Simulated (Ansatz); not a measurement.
We look at the energy of the reaction as written. Reaction: cell B → cell A. Negative: the products are lower in energy.

Cell A: a sheet of composition Te2, 2 atoms, hexagonal cell of 5.13 Å (22.8 Å²), symmetry P6/mmm, 0.0 Å thick under 16 Å of vacuum, in-plane vectors relaxed; planes from bottom to top: Te2, all atoms in one plane; a model cell; partly filled levels (a metallic host or states in the gap) with PBE; spin state with PBE: run without spin, k-point mesh 12×12×1.
```yaml
crystal:
  lattice:
    - [5.12587, 0.00000, 0.00000]
    - [-2.56294, 4.43914, 0.00000]
    - [0.00000, 0.00000, 16.00000]
  atoms:
    - { symbol: Te, position: [0.33333, 0.66667, 0.50000] }
    - { symbol: Te, position: [0.66667, 0.33333, 0.50000] }
```

Cell B: a sheet of composition Te2, 2 atoms, hexagonal cell of 4.97 Å (21.4 Å²), symmetry P-3m1, 0.7 Å thick under 17 Å of vacuum, in-plane vectors relaxed; planes from bottom to top: Te × 2; a model cell; partly filled levels (a metallic host or states in the gap) with PBE; spin state with PBE: run without spin, k-point mesh 12×12×1.
```yaml
crystal:
  lattice:
    - [4.96607, 0.00000, 0.00000]
    - [-2.48304, 4.30075, 0.00000]
    - [0.00000, 0.00000, 17.40000]
  atoms:
    - { symbol: Te, position: [0.33333, 0.66667, 0.52141] }
    - { symbol: Te, position: [0.66667, 0.33333, 0.47859] }
```

Plane-wave PAW calculations with Ansatz (an electronic-structure program), its default PAW set, cutoff 420 eV, 500 eV for r2SCAN. The structures are at rest with PBE; other levels are single points on them. Neutral cells; Fermi-Dirac smearing of at most 0.05 eV in the solids, energies taken to zero width. The lattices are those relaxed with PBE, so at other levels the solids can be strained, which adds to the spread. A dispersion term (D3(BJ), or D4 for r2SCAN) was computed beside these levels and is taken off wherever the name lacks it. No zero-point or thermal terms. The runs are scalar-relativistic, without spin-orbit coupling. The cells' k-point meshes differ in density, so the last digit is unsettled. Cell A has symmetry P6/mmm and got no random move, so less symmetric positions, which may lie lower, weren't tried. Cell B has symmetry P-3m1 and got no random move, so less symmetric positions, which may lie lower, weren't tried.

Problem. What is the computed value (PBE)?

Solution. 0.37 eV, for cell B → cell A.

Problem. How does the value move with the functional?

Solution. 
```json
[
 {"Level": "r2SCAN", "value (eV)": "0.38", "less PBE": "0.01"}
]
```

The levels span only 0.01 eV, too little to tell them apart.
